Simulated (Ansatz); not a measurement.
We consider rock-salt LaS, described by r²SCAN (Ansatz, an electronic-structure program, PAW).

Run with plane-wave cutoff 560 eV, 16×16×16 k mesh, Fermi–Dirac smearing 0.05 eV, scalar-relativistic PAW data made under PBE.

Energies at three volumes about the minimum:

| V (Å³/atom) | E − E_lowest (meV/atom) |
|---|---|
| 25.015 | 2.78 |
| 25.526 | 0.00 |
| 26.036 | 2.58 |

Task: Fit a parabola by hand: where is the minimum, what lattice constant follows, and what is the bulk modulus?

Result: Slopes: (0.00 − 2.78)/(25.526 − 25.015) = -5.440 and (2.58 − 0.00)/(26.036 − 25.526) = 5.059 meV/Å³. Curvature E″ = 2 × (5.059 − (-5.440))/(26.036 − 25.015) = 20.566 meV/Å⁶. From the middle of the first interval, the slope vanishes at V0 = 25.2705 − (-5.440)/20.566 = 25.535 Å³/atom. B = V0 E″ = 25.535 × 20.566 meV/Å³ × 0.1602 GPa per meV/Å³ = 84.1 GPa. With 8 atoms in the cube, a = (8 × 25.535)^(1/3) = 5.889 Å. The full Birch–Murnaghan fit to all volumes gives V0 = 25.526 Å³/atom and B0 = 84.0 GPa.

Note: the relaxation could not lower the start's symmetry, so the cell can be a saddle point above a distorted one.
